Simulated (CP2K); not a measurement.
Band structure of LiBr (Fm-3m, 2 atoms in the cell).

```yaml
crystal:
  lattice:
    - [3.88909, 0.00000, 0.00000]
    - [1.94454, 3.36805, 0.00000]
    - [1.94454, 1.12268, 3.17543]
  atoms:
    - { symbol: Li, position: [0.00000, 0.00000, 0.00000] }
    - { symbol: Br, position: [0.50000, 0.50000, 0.50000] }
```

Level of theory: PBE, GPW, DZVP-MOLOPT-PBE-GTH basis, GTH-PBE potentials (POTENTIAL_UZH) in CP2K 2026.2.

Settings: CUTOFF = 400 Ry; REL_CUTOFF = 40 Ry; SMEAR/METHOD = FERMI_DIRAC; ELECTRONIC_TEMPERATURE = 580.23 K; KPOINTS/SCHEME = MONKHORST-PACK 10 10 10; GAMMA_CENTERED = T; XC_FUNCTIONAL = PBE; Li/BASIS_SET = DZVP-MOLOPT-PBE-GTH-q3; Li/POTENTIAL = GTH-PBE-q3; Br/BASIS_SET = DZVP-MOLOPT-PBE-GTH-q7; Br/POTENTIAL = GTH-PBE-q7; METHOD = GPW; EPS_DEFAULT = 1e-10; EXTRAPOLATION = USE_GUESS.

The starting cell has typed, rounded lattice constants, without a prior relaxation at this level. Values carry the incompleteness of an atom-centred basis.

**Question.** Predict the gap along the standard path and the places of the band edges.

**Answer.** The gap along the path is 4.85 eV, direct at Γ to within 0.01 eV.

Levels in eV from the top of the valence band on the SCF mesh, bands 2 to 6:
```
point       2      3      4      5     6
-----  ------  -----  -----  -----  ----
Γ      -13.43  -0.01  -0.01  -0.01  4.85
X      -12.75  -2.90  -1.15  -1.15  6.33
W      -12.76  -2.16  -2.16  -1.15  8.23
K      -12.77  -2.51  -1.86  -0.86  7.17
L      -12.95  -2.90  -0.26  -0.26  6.12
U      -12.77  -2.51  -1.86  -0.86  7.17
```

Higher empty bands are left out: an atom-centred basis made for the valence describes them poorly.
